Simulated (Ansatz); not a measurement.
Results of PBEsol in Ansatz (PAW) for AlP (P6₃mc, No. 186, 4 atoms in the cell; start mp-8880; a measured phase of this formula has another space group).

Run with plane-wave cutoff 520 eV, 12×12×6 k mesh (along the axes of the cell as run), Fermi–Dirac smearing 0.01 eV, scalar-relativistic PAW data made under PBE.

Computed at the level's own relaxed cell.

```
AlP
1.0
    3.86108     0.00000     0.00000
   -1.93054     3.34380     0.00000
    0.00000     0.00000     6.33925
Al P
2 2
Direct
  0.33333   0.66667   0.00009
  0.66667   0.33333   0.50009
  0.33333   0.66667   0.37491
  0.66667   0.33333   0.87491
```

Q: List the 10 lowest band energies at Γ above −25 eV (eV, relative to the valence band maximum), grouping those that round alike.

A: At Γ: -11.60, -9.92, -5.67, -0.93 (×2), -0.12, 0.00 (×2), 2.33, 3.17.

A start named mp-… is a Materials Project structure, which need not be a measured phase.

Ansatz is a program for electronic structure.
